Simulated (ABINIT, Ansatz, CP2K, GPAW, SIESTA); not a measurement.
SnSe₂ (P-3m1, 3 atoms in the cell) computed with different codes at matched settings

Band-structure calculation.

```yaml
crystal:
  lattice:
    - [3.76391, 0.00000, 0.00000]
    - [-1.88196, 3.25964, 0.00000]
    - [0.00000, 0.00000, 6.35422]
  atoms:
    - { symbol: Sn, position: [0.00000, 0.00000, 0.00000] }
    - { symbol: Se, position: [0.66667, 0.33333, 0.75710] }
    - { symbol: Se, position: [0.33333, 0.66667, 0.24290] }
```

Shared settings, as Ansatz (an electronic-structure program) writes them: kpoints.mp_grid.grid = 8 8 4; scf.occupations.method = fixed. Potentials and cutoffs stand in the table.

```
code                                                                                                                      model  gap along the path (eV)  smallest direct gap (eV)       cutoff
------  -----------------------------------------------------------------------------------------------------------------------  -----------------------  ------------------------  -----------
GPAW                                                                               PBE, GPAW PAW datasets PBE (gpaw-data 1.0.1)                     0.84                      1.30       600 eV
ABINIT                                                                                              PBE, PAW (JTH v2.0 PBE PAW)                     0.85                      1.38       544 eV
SIESTA  GGA PBE, numerical atomic orbitals DZP, PseudoDojo PBE standard norm-conserving potentials (rewritten from UPF to PSML)                     0.90                      1.38  grid 350 Ry
CP2K                                                    PBE, GPW, DZVP-MOLOPT-SR-GTH basis, GTH-PBE potentials (GTH_POTENTIALS)                     0.82                      1.31  grid 400 Ry
Ansatz                                                                                                           PBE, PAW files                     0.85                      1.39       420 eV
```

The spread over the programs that give each value: gap along the path within 0.08 eV; smallest direct gap within 0.09 eV.

SIESTA and CP2K use small atom-centred bases, whose incompleteness enters pressures, forces and empty levels differently from a plane-wave cutoff.

The starting cell comes from a database of computed structures (which also holds hypothetical and non-ambient phases and stackings), without a prior relaxation at this level. Its lattice was rescaled by a random factor within 2.5 % of one.

Left out of this page: Quantum ESPRESSO and Elk (not drawn, or without a comparable value).

Keys are those of Ansatz 0.2.
